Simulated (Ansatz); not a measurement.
# Migration barriers: Ag-vacancy pair in fcc Al, neutral cell

Consider Ag-vacancy pair (Ag on one host Al site, one Al site vacant) in fcc Al, neutral cell. Method: PBE, PAW (plane waves to 420 eV; Ansatz, a quantum-chemistry and plane-wave program).

Cell of 32 host sites held at the relaxed PBE lattice; a 3×3×3 k-point mesh shifted by half a step; Fermi-Dirac width 0.10 eV, spin-restricted; finite-size errors left in. Static, classical nuclei. Forms of the defect that were not tried may lie lower.

Barriers: single points on a 5×5×5 k-point mesh shifted by half a step at the bands' geometries.

```csv
Route,Start site over the lowest site run (eV),Hop (Å),Forward barrier (eV),Backward barrier (eV),Neighbours at the start,Neighbours at the saddle,Saddle order,"Forward, on the band's own sampling (eV)"
Ag and the vacancy change places (Ag-vacancy distance between ideal sites 2.86 Å throughout),0.00,2.67,0.43,0.43,"4 Al at 2.82, 2 Al at 2.87, 4 Al at 2.91, Al at 2.97 Å","4 Al at 2.61, Al at 3.12, Al at 3.13, 2 Al at 3.15 Å","not checked, on a symmetry element",0.41
```

Paths come from nudged elastic bands with a climbing image.  A band can be held on a symmetry element, so unchecked saddle points there may be too high.
